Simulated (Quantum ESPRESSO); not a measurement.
Short convergence ladders for a (110) slab of SbAs (cut from a parent of space group no. 160; 6 atoms in the cell)

```xyz
6
Lattice="5.9695 0.0000 0.0000 -5.5042 4.3578 0.0000 0.0000 0.0000 18.0532" Properties=species:S:1:pos:R:3 pbc="T T T"
As     2.9569     0.9073     7.0000
As     0.2048     3.0862     9.0266
As     2.9569     0.9073    11.0532
Sb     0.2605     1.2716     7.0000
Sb    -2.4915     3.4505     9.0266
Sb     0.2605     1.2716    11.0532
```

Base method: LDA (PZ), PSlibrary PAW (LDA) pseudopotentials (plane waves; Quantum ESPRESSO).

Base settings: ecutwfc = 30 Ry; ecutrho = 180 Ry; occupations = smearing; smearing = fd; degauss = 0.0073499 Ry; potentials = {As: As.pz-n-kjpaw_psl.1.0.0.UPF, Sb: Sb.pz-n-kjpaw_psl.1.0.0.UPF}; K_POINTS = automatic 4 4 1 0 0 0; conv_thr = 1e-10 Ry; mixing_beta = 0.3.

The count of work is k-points × plane waves × bands × iterations; it is no time. Core times come from one kind of shared machine, to one figure; runs under 30 s give none.

**The vacuum**

The mesh stays at the base's, so the ladder's end is converged at best in this setting alone.

Only quantities that move along the ladder and can be compared are tabulated.

| vacuum between outermost atoms (Å) | free energy less the last step's (meV/atom) | largest difference of a force vector from the last step's (eV/Å) | count of work / last | core time / last (rough) |
|---|---|---|---|---|
| 3.0 | -164.80 | 1.499 | 0.22 | 0.3 |
| 5.0 | 9.93 | 0.075 | 0.31 | 0.4 |
| 7.0 | 2.13 | 0.009 | 0.35 | 0.4 |
| 10.0 | 0.07 | 0.000 | 0.41 | 0.4 |
| 14.0 | 0.00 | 0.000 | 0.57 | 0.6 |
| 30.0 | 0.00 | 0.000 | 1.0 | 1 |

Smallest vacuum between outermost atoms (Å) that holds the forces within 0.005 eV/Å of the last step, with all finer ones: 10.0, at 0.41 of the last step's count of work and about 0.4 of the last step's time; the step before is off by 0.009 eV/Å.

Smallest vacuum between outermost atoms (Å) that holds the free energy within 5 meV/atom of the last step, with all finer ones: 7.0, at 0.35 of the last step's count of work and about 0.4 of the last step's time; the step before is off by 9.9 meV/atom.

**The k-point mesh**

Only quantities that move along the ladder and can be compared are tabulated.

```csv
K_POINTS,free energy less the last step's (meV/atom),largest difference of a force vector from the last step's (eV/Å),count of work / last,core time / last (rough)
automatic 2 2 1 0 0 0,157.69,0.559,0.019,0.06
automatic 3 3 1 0 0 0,-5.75,0.145,0.023,0.06
automatic 4 4 1 0 0 0,5.05,0.072,0.047,0.08
automatic 5 4 1 0 0 0,3.92,0.058,0.048,0.07
automatic 23 20 1 0 0 0,0.00,0.000,1.0,1
```

Coarsest K_POINTS that holds the free energy within 2 meV/atom: not settled: the last two steps still differ by 3.9 meV/atom, over half the tolerance, so the ladder does not show it.

Coarsest K_POINTS that holds the forces within 0.02 eV/Å: not settled: the last two steps still differ by 0.058 eV/Å, over half the tolerance, so the ladder does not show it.

**The plane-wave cutoff**

Moved along: ecutrho.

The mesh stays at the base's, so the ladder's end is converged at best in this setting alone.

Only quantities that move along the ladder and can be compared are tabulated.

```csv
ecutwfc,free energy less the last step's (meV/atom),largest difference of a force vector from the last step's (eV/Å),count of work / last,core time / last (rough)
15 Ry,21.50,0.019,0.12,–
21 Ry,7.53,0.008,0.19,0.2
30 Ry,2.14,0.002,0.35,0.3
36 Ry,1.03,0.000,0.43,0.4
60 Ry,0.00,0.000,1.0,1
```

Coarsest ecutwfc that holds the forces within 0.01 eV/Å of the last step, with all finer ones: 21 Ry, at 0.19 of the last step's count of work and about 0.2 of the last step's time; the step before is off by 0.019 eV/Å.

Coarsest ecutwfc that holds the free energy within 5 meV/atom of the last step, with all finer ones: 30 Ry, at 0.35 of the last step's count of work and about 0.3 of the last step's time; the step before is off by 7.5 meV/atom.

On the base run: the starting cell comes from a database of computed structures (which also holds hypothetical and non-ambient phases and stackings), without a prior relaxation at this level. The slab is cut from that crystal, and its faces are unrelaxed. Its lattice was rescaled by up to half a per cent. Spin polarisation is off, though cut faces can carry moments; the slab shows no gap. In the base run, forces exceed 1 eV/Å. Without a gap this mesh is coarse (it stands for a supercell whose shortest in-plane vector is 18 Å).
